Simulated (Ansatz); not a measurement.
The starting structures come from a database of crystals and need not be the phases stable at ambient conditions.

 Where the default PAW files enter, the runs use the earlier of Ansatz's two default sets.

Crystal: Sr(AsO$_{3}$)$_{2}$ (P-31m, not sure to be the ambient phase, 9 atoms a cell, 12.5 Å³ an atom); planes in its conventional cell.

These are r2SCAN (plane waves, PAW; Ansatz, an electronic-structure program) values and carry that method's errors.

The gap is the functional's own. No spin-orbit coupling. Mid-gap values are interpolated on the energy grid.

```csv
plane,area of the cell (Å²),mid-gap κ (1/Å),largest κ in the gap (1/Å)
(100),26.6,0.33,0.33
(001),20.6,…,…
```

**Question.** The slowest decay depends on the direction. Supply the withheld values.

**Answer.** 
- (001), mid-gap κ (1/Å): 0.39
- (001), largest κ in the gap (1/Å): 0.39
